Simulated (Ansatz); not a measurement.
Base system: CdSe in the wurtzite structure (space group P6_3mc, No. 186).

CdSe is modelled in the hexagonal space group P6₃mc (No. 186), the wurtzite structure, Pearson symbol hP4. Lattice parameters: a = b = 4.302 Å, c = 7.021 Å, α = β = 90.00°, γ = 120.00°. Cd on 2b sees 4 Se at 2.633–2.638 Å (tetrahedral). Se on 2b is coordinated by 4 Cd at 2.633–2.638 Å (tetrahedral). (Neighbours: up to the widest gap in distance over summed covalent radii, below 1.35, at either atom; cation-cation and far metal-metal contacts left out.)

All numbers come from PBEsol, PAW, 420 eV (Ansatz, an electronic-structure program; no SOC).

Base values:

```
Property                              Value
---------------------  --------------------
Valence-band top at Γ  0.00, 0.00, -0.05 eV
Electron mass               0.055 mₑ (at Γ)
```

Now apply this change: every lattice vector is shortened by 0.60 %, atoms relaxed at fixed cell.

Q: Estimate the effect on the valence-band top at Γ, electron mass and mean gap deformation potential ΔEg/Δln V.

A: The valence-band top at Γ (three highest levels, from the VBM) is still 0.00, 0.00, -0.05 eV; the electron mass changes from 0.055 mₑ (at Γ) to 0.057 mₑ (at Γ); the mean gap deformation potential ΔEg/Δln V comes out as -2.1 eV.

The cells carry an imposed strain or load. Masses are band curvatures over ±0.01 Å⁻¹ around the edge. No phonon test of stability was made.
